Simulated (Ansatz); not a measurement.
Here is the system:

```
CELL_PARAMETERS angstrom
      3.16207     0.00000     0.00000
     -1.58103     2.73843     0.00000
      0.00000     0.00000     5.01983
ATOMIC_POSITIONS crystal
  Si 0.33333 0.66667 0.99791
  Si 0.66667 0.33333 0.49791
  C  0.33333 0.66667 0.37709
  C  0.66667 0.33333 0.87709
```

Calculation: r2SCAN with spin-orbit coupling, rigid bands (plane waves, PAW; Ansatz, a program for electronic structure). Condition of this run: biaxial stress in the c plane of -15 GPa (compression positive) (the target of the relaxation). Geometry: cell and atoms relaxed with PBEsol, then loaded as said.

Task: What conductivity effective mass do dilute electrons have at 300 K?

Result: 0.25 (x), 0.25 (y), 0.79 (z) mₑ.

Task: Predict the hole conductivity mass (n e² τ/σ) at 300 K, by direction if it differs.

Result: 1.48 (x), 1.48 (y), 0.28 (z) mₑ.

Task: And the band gap?

Result: 2.75 eV at this level; semilocal functionals usually fall short of the measured gap.

Rigid bands, one relaxation time for all states, no polarons. Geometry: cell and atoms relaxed with PBEsol.
